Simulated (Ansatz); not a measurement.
Take Si in the diamond structure (space group Fd-3m, No. 227; a = 5.4338 Å) as the base. Axes: x, y, z lie along the cube axes.

The values are results of PBEsol (Ansatz, a first-principles code, PAW, no spin-orbit coupling), not measurements.

The change: the cell is compressed by 2.00 % along z with no lateral relaxation; the atoms relax in the strained cell.

Problem. Predict the stress tensor and what it implies for the stiffness.

Solution. Stress of the strained cell less that of the base (GPa, compression positive):
```
   1.36    0.00    0.00
   0.00    1.36    0.00
   0.00    0.00    3.17
```

Then −Δσ_ii/ε with ε = -0.0200 gives secant stiffness values (nonlinear terms included at this strain): C33 ≈ 159 GPa, C13 ≈ 68 GPa and C23 ≈ 68 GPa.

Whether these cells are dynamically stable was not tested.
